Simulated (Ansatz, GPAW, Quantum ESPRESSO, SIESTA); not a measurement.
## One structure in several programs: CoSi (P2_13, 8 atoms in the cell)

Self-consistent single point, at a second geometry (lattice scaled by 0.98). First geometry:

```
CoSi
1.0
    4.44098     0.00000     0.00000
    0.00000     4.44098     0.00000
    0.00000     0.00000     4.44098
Co Si
4 4
Cartesian
  3.79304   2.86843   1.57255
  2.86843   1.57255   3.79304
  1.57255   3.79304   2.86843
  0.64794   0.64794   0.64794
  0.69519   1.52530   2.91568
  1.52530   2.91568   0.69519
  2.91568   0.69519   1.52530
  3.74579   3.74579   3.74579
```

Shared settings, as Ansatz (a first-principles code) writes them: kpoints.mp_grid.grid = 9 9 9; scf.occupations.method = gaussian; scf.occupations.width = 0.0073 Ry. Potentials and cutoffs stand in the table.

| code | model | ΔF from the first geometry (meV/atom) | pressure (GPa) | largest force (eV/Å) | cutoff |
|---|---|---|---|---|---|
| GPAW | PBE, GPAW PAW datasets PBE (gpaw-data 1.0.1) | 30.2 | 15.65 | 0.097 | 850 eV |
| SIESTA | GGA PBE, numerical atomic orbitals DZP, PseudoDojo PBE standard norm-conserving potentials (rewritten from UPF to PSML) | 19.8 | 13.19 | 0.123 | grid 350 Ry |
| Ansatz | PBE, default PAW files | 22.1 | 13.38 | 0.060 | 30.9 Ry |
| Quantum ESPRESSO | PBE, PSlibrary PAW (PBE) pseudopotentials | 23.8 | 13.19 | 0.075 | 50 Ry |

For Quantum ESPRESSO (by 0.7 GPa) the energy change implies a higher mean pressure, against the two pressures, than for the other programs: a sign of finite-basis (Pulay) stress.

Size of the force on each atom (eV/Å): Sizes of forces hide their directions.

```csv
code,Co1,Co2,Co3,Co4,Si5,Si6,Si7,Si8
GPAW,0.097,0.097,0.097,0.097,0.051,0.051,0.051,0.051
SIESTA,0.123,0.123,0.123,0.123,0.088,0.088,0.088,0.088
Ansatz,0.060,0.060,0.060,0.060,0.042,0.042,0.042,0.042
Quantum ESPRESSO,0.075,0.075,0.075,0.075,0.050,0.050,0.050,0.050
```

On Ansatz's run: spin polarisation is off.

The spread over the programs that give each value: ΔF from the first geometry within 10.4 meV/atom; pressure within 2.46 GPa; largest force within 0.063 eV/Å.

SIESTA uses small atom-centred bases, whose incompleteness enters pressures, forces and empty levels differently from a plane-wave cutoff. Ansatz's pressure is given at a fixed set of plane waves, as the other plane-wave codes print theirs; with its correction for the finite basis it is 13.48 GPa. In the pressure, GPAW (by 2.27) lies more than 1 GPa from the median of the plane-wave programs.

The starting cell comes from a database of computed structures (which also holds hypothetical and non-ambient phases and stackings), without a prior relaxation at this level. Its lattice was rescaled by a random factor within 2.5 % of one. For this run, on top of that: lattice scaled by 0.98.

Keys are those of Ansatz 0.2.
